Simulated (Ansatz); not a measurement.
# ZrO2: pressure series

The reference is ZrO2 (space group P4_2/nmc, No. 137; a = 3.621 Å, c = 5.283 Å).

Cell and atoms are relaxed at each pressure.

The values are results of PBE (Ansatz, a first-principles code), no SOC, not measurements.

```json
[
 {"change": "base", "lattice parameter a": "3.621 Å", "band gap": "4.04 eV", "electron mass": "2.3 mₑ along c, 0.61 mₑ across (at Γ)"},
 {"change": "pressure −2 GPa", "lattice parameter a": "3.632 Å", "band gap": "4.03 eV", "electron mass": "2.3 mₑ along c, 0.62 mₑ across (at Γ)"},
 {"change": "pressure −1 GPa", "lattice parameter a": "3.627 Å", "band gap": "4.03 eV", "electron mass": "2.3 mₑ along c, 0.61 mₑ across (at Γ)"},
 {"change": "pressure 0.9 GPa", "lattice parameter a": "3.616 Å", "band gap": "4.04 eV", "electron mass": "2.3 mₑ along c, 0.61 mₑ across (at Γ)"},
 {"change": "pressure 2.1 GPa", "lattice parameter a": "3.610 Å", "band gap": "4.04 eV", "electron mass": "2.3 mₑ along c, 0.61 mₑ across (at Γ)"},
 {"change": "pressure 4.5 GPa", "lattice parameter a": "___", "band gap": "4.05 eV", "electron mass": "2.2 mₑ along c, 0.60 mₑ across (at Γ)"},
 {"change": "pressure 9 GPa", "lattice parameter a": "___", "band gap": "4.07 eV", "electron mass": "2.1 mₑ along c, 0.59 mₑ across (at Γ)"},
 {"change": "pressure 15 GPa", "lattice parameter a": "3.551 Å", "band gap": "4.04 eV", "electron mass": "2.1 mₑ along c, 0.57 mₑ across (at Γ)"},
 {"change": "pressure 30 GPa", "lattice parameter a": "___", "band gap": "3.92 eV", "electron mass": "___"}
]
```

Task: Complete the table.

Result: 
- pressure 4.5 GPa, lattice parameter a: 3.598 Å
- pressure 9 GPa, lattice parameter a: 3.577 Å
- pressure 30 GPa, lattice parameter a: 3.496 Å
- pressure 30 GPa, electron mass: 1.9 mₑ along c, 0.54 mₑ across (at Γ)

Load acts through the strain it causes; cell and atoms are relaxed under it. Masses are band curvatures over ±0.01 Å⁻¹ around the edge. No phonon test of stability was made. No other phases were tried under pressure. This is not the structure that ZrO2 has at room temperature and ambient pressure.
